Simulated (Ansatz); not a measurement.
Input:

```xyz
2
Lattice="0.0000 2.1125 2.1125 2.1125 0.0000 2.1125 2.1125 2.1125 0.0000" Properties=species:S:1:pos:R:3 pbc="T T T"
Mg     0.0000     0.0000     0.0000
O      2.1125     2.1125     2.1125
```

These are r2SCAN, rigid bands (plane waves, PAW, scalar-relativistic; Ansatz, a first-principles code) values and carry that method's errors. Condition of this run: hydrostatic pressure -2 GPa (the target of the relaxation). How the cell was made: cell and atoms relaxed with r2SCAN, then loaded as said.

Question: What conductivity effective mass do dilute holes have at 300 K?

Answer: 2.3 mₑ.

Question: What conductivity effective mass do dilute electrons have at 300 K?

Answer: 0.37 mₑ.

Question: And the band gap?

Answer: 5.55 eV at this level; semilocal functionals usually fall short of the measured gap.

Rigid bands, one relaxation time for all states, no polarons. Spin-orbit coupling is left out.
